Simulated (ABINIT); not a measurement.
A self-consistent single point of LiMg (P1, 4 atoms in the cell) with ABINIT.

Computed with PBEsol, norm-conserving pseudopotentials (PseudoDojo nc-sr-04 PBEsol standard) (plane waves; ABINIT).

The change in words: lattice scaled by 0.98. Reference geometry:
```xyz
4
Lattice="5.6971 -1.5441 0.0000 5.6971 1.5441 0.0000 -2.4463 0.0000 4.7638" Properties=species:S:1:pos:R:3 pbc="T T T"
Li     2.4749    -0.0511     3.4172
Li     6.3706     0.0543     1.3802
Mg    -0.4755    -0.0063     3.8044
Mg     9.5256     0.0030     0.9259
```

Reference input (self-consistent single point, DFT, PBEsol, plane waves, norm-conserving pseudopotentials (PseudoDojo nc-sr-04 PBEsol standard)): pseudos = [Li.upf, Mg.upf]; ecut = 84 Ry; ixc = -116133; occopt = 3; tsmear = 0.00499791 Ha; ngkpt = 7 7 4; nshiftk = 1; shiftk = 0 0 0; potentials = PseudoDojo nc-sr-04 PBEsol standard; nband = 18; kptopt = 1; nstep = 100. This run's input differs from it in these lines:

```diff
@@ -3,7 +3,7 @@
 pseudos "Li.upf, Mg.upf"
-acell 5.9026161559 5.9026161559 5.3552098703 Angstrom
+acell 5.7845642630 5.7845642630 5.2481054003 Angstrom
 rprim
-         0.9651779566   -0.2615941744    0.0000000000
-         0.9651779566    0.2615941744    0.0000000000
-        -0.4568123490    0.0000000000    0.8895630826
+         0.9651779713   -0.2615941204    0.0000000000
+         0.9651779713    0.2615941204    0.0000000000
+        -0.4568122812    0.0000000000    0.8895631173
 natom 4
```

Output (repeated stretches shortened):

```
--- !BeginCycle
solver: {iscf: 7, nstep: 100, nline: 4, wfoptalg: 0, }
tolerances: {tolvrs: 1.00E-12, }
...

     iter   Etot(hartree)      deltaE(h)  residm     vres2
 ETOT  1  -132.81256430810    -1.328E+02 4.574E-01 2.081E+02
 ETOT  2  -132.92302693709    -1.105E-01 8.674E-03 1.169E+01
 ETOT  3  -132.92359330401    -5.664E-04 1.094E-03 3.917E-01
 ETOT  4  -132.92362850805    -3.520E-05 7.601E-05 5.551E-02
 ETOT  5  -132.92363352865    -5.021E-06 2.479E-05 2.754E-04
   [... 2 lines left out ...]
 ETOT  8  -132.92363354405    -7.333E-12 5.284E-05 3.249E-09
 ETOT  9  -132.92363354405    -3.268E-12 8.928E-05 1.628E-10
 ETOT 10  -132.92363354405     7.958E-13 7.569E-05 4.480E-12
 ETOT 11  -132.92363354404     4.746E-12 1.059E-04 7.315E-14
 At SCF step   11       vres2   =  7.31E-14 < tolvrs=  1.00E-12 =>converged.

 Cartesian components of stress tensor (hartree/bohr^3)
  sigma(1 1)= -4.36073076E-05  sigma(3 2)= -4.02588645E-06
  sigma(2 2)= -9.94043185E-05  sigma(3 1)= -7.09014235E-06
  sigma(3 3)= -3.67640574E-05  sigma(2 1)=  7.57096979E-06

 ----iterations are completed or convergence reached----

 reduced coordinates (array xred) for    4 atoms
       0.387753000000      0.354685000000      0.717320000000
       0.603720000000      0.638912000000      0.289722000000
       0.131777000000      0.127682000000      0.798598000000
       0.876751000000      0.878721000000      0.194360000000
 cartesian forces (eV/Angstrom) at end:
    1      0.24260616634610     0.05100944557134    -0.24382891186325
   [... lines left out ...]
 Fermi (or HOMO) energy (eV) =   2.61203   Average Vxc (eV)=  -8.21618
   [... lines left out ...]
total_energy        : -1.32923633544045E+02
total_energy_eV     : -3.61703601643297E+03
band_energy         : -3.45303208907032E+01
...

-Cartesian components of stress tensor (GPa)         [Pressure=  1.7631E+00 GPa]
- sigma(1 1)= -1.28297107E+00  sigma(3 2)= -1.18445649E-01
- sigma(2 2)= -2.92457553E+00  sigma(3 1)= -2.08599155E-01
- sigma(3 3)= -1.08163573E+00  sigma(2 1)=  2.22745584E-01

 Calculation completed.
```

The run converged in 11 iterations. Against the reference run the free energy rises by 6.9 meV/atom, the pressure goes from 0.08 to 1.76 GPa and the largest force goes from 0.303 to 0.348 eV/Å.

The starting cell comes from a database of computed structures (which also holds hypothetical and non-ambient phases and stackings), without a prior relaxation at this level. Its atoms were displaced at random from the sites of space group no. 12. For this run, on top of that: lattice scaled by 0.98.

Cost on one core of a shared machine: roughly 6 min.
